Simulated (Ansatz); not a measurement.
Functionals compared on OH on the 1x1 (10-10) surface of wurtzite CdS (cut with top plane Cd + S), one in a 2x1 cell, started at the site 'over Cd at depth 1.2 Å', in Ansatz (plane waves, PAW). The structure was relaxed with PBE; the other rows are single points on it, each with its references at the same level. Cutoff 420 eV (500 eV for r2SCAN). The points keep PBE's geometry, so the relaxation of a polaron and the settling of charge on one site are left out.

Host crystal: wurtzite CdS, with a band gap (PBE, scalar-relativistic without spin-orbit coupling).

Set-up: 26 atoms, 8.9 Å thick at the start under the adsorbate (thin: gaps and levels are the slab's own); mesh 3x3x1; 0.01 eV smearing; dipole correction on; 12 atoms held, the rest relaxed; no symmetry held; spin-polarised, ending with about 1.0 μB a cell; orders that need a larger cell were not tried, no spin-orbit, no U, no dispersion correction. At the end it is bonded to Cd. In PBE it is, or lies within 0.03 eV of, the lowest of the starts that converged. These notes are the PBE run's. RPBE: The program's check for a lower electronic state was not made. r2SCAN: The program's check for a lower electronic state was not made. Adsorption energies are against H2O(g) − ½ H2(g). A negative adsorption energy means that the adsorbate is more stable on the surface than in its reference.

```
functional  adsorption energy (eV)  magnetic moment of the cell (μB)  rough cost of the single point
----------  ----------------------  --------------------------------  ------------------------------
PBE                           1.91                              1.00                               –
RPBE                          1.97                              1.00     very roughly 8 core-minutes
r2SCAN                        1.88                              1.00         roughly 11 core-minutes
```

Ansatz is an electronic-structure program.
